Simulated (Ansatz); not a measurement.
Cubic perovskite CsPbCl3 (cubic high-temperature phase) was calculated with rVV10 (PAW; Ansatz, an electronic-structure program).

Numerical settings: plane-wave cutoff 520 eV, 6×6×6 k mesh, Fermi–Dirac smearing 0.01 eV, scalar-relativistic PAW data made under PBE.

Cell (relaxed at this level):

```cif
data_Cl3CsPb
_chemical_formula_sum 'Cs1 Pb1 Cl3'
_space_group_name_H-M_alt 'P 1'
_space_group_IT_number 1
_cell_length_a 5.67224
_cell_length_b 5.67224
_cell_length_c 5.67224
_cell_angle_alpha 90.000
_cell_angle_beta 90.000
_cell_angle_gamma 90.000
loop_
_space_group_symop_operation_xyz
  'x, y, z'
loop_
_atom_site_label
_atom_site_type_symbol
_atom_site_fract_x
_atom_site_fract_y
_atom_site_fract_z
_atom_site_occupancy
Cs1 Cs 0.00000 0.00000 0.00000 1
Pb1 Pb 0.50000 0.50000 0.50000 1
Cl1 Cl 0.50000 0.00000 0.50000 1
Cl2 Cl 0.00000 0.50000 0.50000 1
Cl3 Cl 0.50000 0.50000 0.00000 1
```

Problem. Estimate the bulk modulus B0, band gap, direct gap at Γ and pressure derivative B′ of the bulk modulus that the calculation returns.

Solution. 
* **bulk modulus B0**: 25.7 GPa
* **band gap**: 1.99 eV
* **direct gap at Γ**: 5.36 eV
* **pressure derivative B′ of the bulk modulus**: 4.7

Note: the relaxation could not lower the start's symmetry, so the cell can be a saddle point above a distorted one.

Spin–orbit coupling is not included; with these elements it can move the gap by several tenths of an eV or more.

The computed numbers hold no vibrational or temperature effects.
